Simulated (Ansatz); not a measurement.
Abridged Ansatz (a program for electronic structure) output:

```
Relaxation: its limit of steps is 50 (relax.max_steps)
Pseudopotential: Al, paw, valence charge 3
Pseudopotential: Pt, paw, valence charge 18
Crystal: 3 atoms, lattice volume = 49.736 Å³
Basis set: ecut = 420 eV, 941 PW (Γ), exchange–correlation on 60×60×60 points (8 copies of the dense FFT grid, shifted against one another)
Bands: 16, of which v1, the nominal top of the filled ones, is band 12 counted from 1 (11 counted from 0)
Symmetry: 48 space group operations
k-points: 165 of 4913
Functional: x = pbesol(κ = 0.804, μ = 0.12345679012345678), c = pbesol(β = 0.046)
SCF iter   1: F=—  HF=-13435.514687 eV  |F-HF|=—  |Δ(HF+E_count)|=         —  Δρ=2.78e-3  dr2=5.79e-3  ethr=1.77e-3  ⟨swp⟩=5.2  Hψ=13771  notcnv=0
SCF iter   2: F=—  HF=-13435.513760 eV  |F-HF|=—  |Δ(HF+E_count)|=   9.27e-4  Δρ=8.91e-4  dr2=4.27e-4  ethr=2.41e-5  ⟨swp⟩=2.2  Hψ=4915  notcnv=0
SCF 1 converged in 8 iterations: F = -13435.513610 eV  dr2 = 2.36e-11
relax step   1: F+E_penalty+E_count = -13435.51360995 eV  Δ(F+E_penalty+E_count) = +0.000e0 eV  max|allowed force component| = 1.388e-17 eV/Å  Δτ_max = 0.0000 Å  (8 SCF iters, accepted)
SCF converged after 8 iterations
Free energy (F): -13435.513610 eV
Internal energy: -13435.476345 eV  (E = F + TS)
E sigma→0 (E₀):  -13435.494977 eV
Entropy (-TS):   -0.037265 eV (-12.422 meV/atom)
Fermi energy:    11.861470 eV
--- Forces (eV/Å), atoms counted from 1 ---
  atom   1  Al     0.00000000    -0.00000000    -0.00000000
  atom   2  Al     0.00000000    -0.00000000    -0.00000000
  atom   3  Pt     0.00000000     0.00000000    -0.00000000
--- Stress (GPa, compression-positive) ---
        4.470851       0.000000      -0.000000
        0.000000       4.470851      -0.000000
       -0.000000       0.000000       4.470851
  P = ⅓ Tr σ = 4.4709 GPa (44.709 kbar)
--- Relaxed structure (1 steps of the walk, 1 accepted, 0 SCFs on fresh bases) ---
  atoms:
    - { symbol: Al, position: [0.25000000000000006, 0.25000000000000006, 0.25000000000000006] }
    - { symbol: Al, position: [0.7500000000000001, 0.7500000000000001, 0.7500000000000001] }
    - { symbol: Pt, position: [0.0, 0.0, 0.0] }
```

Task: What was computed, and what are the main results?

Result: Al2Pt, 3 atoms in the cell, with Ansatz, PBEsol, PAW, cutoff 420 eV, no SOC. The last SCF converged to F = -13435.513610 eV, or -4478.5045 eV per atom, at a pressure of 4.47 GPa. The total energy compares only with runs of the same code, potentials and settings.

The cells carry an imposed strain or load. Whether these cells are dynamically stable was not tested. All final runs are without spin polarisation. The cell was made from Al$_{2}$Pt (space group Fm-3m, No. 225) by this change: isotropic strain −1.00 %.

Keys are those of Ansatz 0.2.
